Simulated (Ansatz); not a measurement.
**BN: pressure series**

The parent structure is BN in the h-BN type structure (space group P6_3/mmc, No. 194; a = 2.5058 Å, c = 6.6162 Å; layered, stacked along the Cartesian z axis).

Cell and atoms are relaxed at each pressure.

Method: plane-wave PAW DFT at the PBE-D3(BJ) level (Ansatz, an electronic-structure program, 420 eV), no SOC, earlier PAW set.

Candidates:
(a) pressure 30 GPa
(b) pressure 60 GPa
(c) pressure 9 GPa
(d) pressure 1.8 GPa
(e) pressure 45 GPa

For the base:

```
Property   Result
--------  -------
Band gap  4.24 eV
```

### Question
Order them by band gap, lowest first.

### Answer
(b) pressure 60 GPa (3.64 eV), (e) pressure 45 GPa (3.72 eV), (a) pressure 30 GPa (3.86 eV), (c) pressure 9 GPa (4.03 eV), (d) pressure 1.8 GPa (4.16 eV)

From pressure 30 GPa on, the axis ratios lie over 15 % from the base's, so the cell there is far from its starting form. Load acts through the strain it causes; cell and atoms are relaxed under it. Stability against distortions was not tested. No other phases were tried under pressure.
